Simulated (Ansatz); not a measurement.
Start from GaN in the zinc blende structure (space group F-43m, No. 216).

```xyz
2
Lattice="0.0000 2.2490 2.2490 2.2490 0.0000 2.2490 2.2490 2.2490 0.0000" Properties=species:S:1:pos:R:3 pbc="T T T"
N      3.3734     3.3734     3.3734
Ga     0.0000     0.0000     0.0000
```

Cartesian axes are those of the cell as printed.

Level of theory: r2SCAN (Ansatz, a program for electronic structure), spin-orbit coupling left out.

Base values:

- Electron mass: 0.17 mₑ (at Γ)
- Band gap: 2.17 eV

Now apply this change: uniaxial strain ε_xx = −5.93 %, all other strain components held at zero, atoms relaxed at fixed cell.

Q: What does the calculation give for the electron mass after the change?

A: The electron mass becomes 0.19 mₑ along x, 0.20 mₑ across (at Γ) (base: 0.17 mₑ (at Γ)).

Q: What does the calculation give for the band gap after the change?

A: The band gap grows by 0.23 eV (2.17 eV → 2.40 eV).

Masses are band curvatures over ±0.01 Å⁻¹ around the edge. Whether these cells are dynamically stable was not tested. This is not the structure that GaN has at room temperature and ambient pressure.
